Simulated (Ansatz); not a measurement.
Functionals compared on a constructed model of the (0001) surface of hcp Re, a pseudomorphic layer of Sc in the host's stacking (bottom of the slab: a bare face, its two planes held), in Ansatz (plane waves, PAW). The structure was relaxed with PBE; the other rows are single points on it. Cutoff 420 eV (500 eV for r2SCAN).

Slab: 7 atoms, 14.1 Å thick at the start; k 15x15x1, smearing 0.1 eV, dipole-corrected; 2 atoms held, the rest relaxed; start symmetry kept, larger cells not searched; no spin, no spin-orbit, no U. It is one candidate, not shown to be the stable structure of the face. These notes are the PBE run's.

```csv
functional,work function of the top face (eV),rough cost of the single point
PBE,4.13,–
RPBE,4.03,about 30 core-seconds (a rough figure)
r2SCAN,___,about 50 core-seconds (a rough figure)
```

Task: Complete the blanks.

Result: 
- r2SCAN, work function of the top face (eV): 4.25

Ansatz is a program for electronic structure.
